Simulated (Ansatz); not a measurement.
Base system: ZnS in the wurtzite structure (space group P6_3mc, No. 186; a = 3.782 Å, c = 6.208 Å).

Method: PBEsol (Ansatz, a program for electronic structure), no spin-orbit coupling.

Base values:

The gap character comes out as direct at Γ and the pressure is 0.00 GPa.

The change: an isotropic linear strain of +1.80 %; the atoms relax in the strained cell.

What does the calculation give for the gap character after the change?

The gap character remains direct at Γ.

How does this affect the pressure?

The pressure (mean of the normal stresses, compression positive) goes from zero to -3.73 GPa.

Stability against distortions was not tested.
